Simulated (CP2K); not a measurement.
Band structure of a sheet of PbO (4 atoms in the cell).

```
PbO
1.0
    3.91851     0.00000     0.00000
    0.00000     3.91851     0.00000
    0.00000     0.00000    16.36593
Pb O
2 2
Direct
  0.50000   0.00000   0.57228
  0.00000   0.50000   0.42772
  0.00000   0.00000   0.50000
  0.50000   0.50000   0.50000
```

Method: PBE, GPW, DZVP-MOLOPT-SR-GTH basis, GTH-PBE potentials (GTH_POTENTIALS) in CP2K.

Settings: CUTOFF = 450 Ry; REL_CUTOFF = 50 Ry; SMEAR/METHOD = GAUSSIAN; SIGMA = 0.1 eV; KPOINTS/SCHEME = MONKHORST-PACK 6 6 1; GAMMA_CENTERED = T; XC_FUNCTIONAL = PBE; Pb/BASIS_SET = DZVP-MOLOPT-SR-GTH; Pb/POTENTIAL = GTH-PBE-q4; O/BASIS_SET = DZVP-MOLOPT-SR-GTH; O/POTENTIAL = GTH-PBE-q6; METHOD = GPW; EPS_DEFAULT = 1e-10; EXTRAPOLATION = USE_GUESS.

The starting cell was generated: these elements placed on a structure prototype, without a prior relaxation; it need not be a known phase or ordering of this composition. Its lattice was rescaled in the plane by a random factor within 2.5 % of one. Spin-orbit coupling is off. Values carry the incompleteness of an atom-centred basis.

Predict the gap along the standard path and the places of the band edges.

The gap along the path is 2.81 eV, direct at Γ to within 0.01 eV.

Levels in eV from the top of the valence band on the SCF mesh, bands 7 to 11:
```
point      7      8      9     10    11
-----  -----  -----  -----  -----  ----
M      -1.32  -1.32  -0.42  -0.42  3.26
Γ      -1.33  -1.10  -1.10   0.00  2.81
X      -2.60  -2.60  -0.67  -0.67  3.44
```

Higher empty bands are left out: an atom-centred basis made for the valence describes them poorly.
